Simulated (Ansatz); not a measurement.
A computed series for hypothetical diamond Li: pressure series

The reference is Li in the diamond structure (space group Fd-3m, No. 227; a hypothetical phase, not in the database extracts checked).

```xyz
2
Lattice="0.0000 2.9476 2.9476 2.9476 0.0000 2.9476 2.9476 2.9476 0.0000" Properties=species:S:1:pos:R:3 pbc="T T T"
Li     1.4738     1.4738     1.4738
Li     0.0000     0.0000     0.0000
```

Cell and atoms are relaxed at each pressure.

All numbers come from PBE in Ansatz (plane waves to 420 eV, PAW, no SOC).

Notes on the quantities. enthalpy: H = E + PV relative to the base's energy.

```json
[
 {"variant": "base", "shortest interatomic distance": "2.553 Å", "enthalpy": "–"},
 {"variant": "pressure −1 GPa", "shortest interatomic distance": "(withheld)", "enthalpy": "-0.18 eV/atom"},
 {"variant": "pressure 0.3 GPa", "shortest interatomic distance": "2.509 Å", "enthalpy": "+0.05 eV/atom"},
 {"variant": "pressure 0.7 GPa", "shortest interatomic distance": "2.460 Å", "enthalpy": "+0.11 eV/atom"},
 {"variant": "pressure 1.5 GPa", "shortest interatomic distance": "2.386 Å", "enthalpy": "+0.21 eV/atom"},
 {"variant": "pressure 3 GPa", "shortest interatomic distance": "2.287 Å", "enthalpy": "+0.40 eV/atom"},
 {"variant": "pressure 5 GPa", "shortest interatomic distance": "(withheld)", "enthalpy": "+0.61 eV/atom"},
 {"variant": "pressure 7.5 GPa", "shortest interatomic distance": "2.122 Å", "enthalpy": "+0.85 eV/atom"},
 {"variant": "pressure 10 GPa", "shortest interatomic distance": "2.065 Å", "enthalpy": "+1.07 eV/atom"}
]
```

Question: Some entries are withheld; estimate them.

Answer: 
- pressure −1 GPa, shortest interatomic distance: 2.801 Å
- pressure 5 GPa, shortest interatomic distance: 2.198 Å

Load acts through the strain it causes; cell and atoms are relaxed under it. No phonon test of stability was made. No other phases were tried under pressure.

Ansatz is an electronic-structure program.
